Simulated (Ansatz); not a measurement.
An Ansatz (an electronic-structure program) input (r2SCAN, PAW, 500 eV (Ansatz; no SOC)):

Ansatz 0.2 input:
```yaml
crystal:
  lattice:
    - [4.140308999, 0, 0]
    - [0, 4.140308999, 0]
    - [0, 0, 4.140308999]
  atoms:
    - { symbol: Cs, position: [0, 0, 0] }
    - { symbol: Cl, position: [0.5, 0.5, 0.5] }
basis: { ecutwfc: 500, ecutrho_ratio: 4, xc_grid: 4, fft_grid_basis: typed }
kpoints: { mp_grid: { grid: [8, 8, 8] } }
hamiltonian:
  xc: r2scan
  dispersion: none
  pseudopotentials: { kind: paw }
scf: { occupations: { method: fermi_dirac, width: 0.05 }, convergence: { dr2_threshold: 0.0000000002 } }
output: { forces: true, stress: true }
```

Task: Which symmetry and how many k-points will the program report, and about how many plane waves at Γ?

Result: Space group Pm-3m (ITA 221) with 48 operations, k-points 35 of 512, and 1791 plane waves at Γ.

No phonon test of stability was made. The cell is CsCl in the CsCl type structure (space group Pm-3m, No. 221).
